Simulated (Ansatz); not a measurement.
1T (CdI2-type) PtTe2, treated with PBE (Ansatz, a program for electronic structure, PAW).

Run with plane-wave cutoff 520 eV, 18×18×12 k mesh (along the axes of the cell as run), Fermi–Dirac smearing 0.05 eV, scalar-relativistic PAW data made under PBE.

Response to compression and expansion:

Shape and atoms are relaxed at each volume.

```csv
V (Å³/atom),P (GPa),c (Å),a (Å)
24.931,1.83,5.209,4.072
25.450,0.79,5.293,4.081
25.970,0.01,5.381,4.089
26.489,-0.55,5.478,4.093
27.009,-0.91,5.583,4.094
```

Note: the cell comes from a level without a dispersion term, which matters for the spacing of layers, chains or molecules.
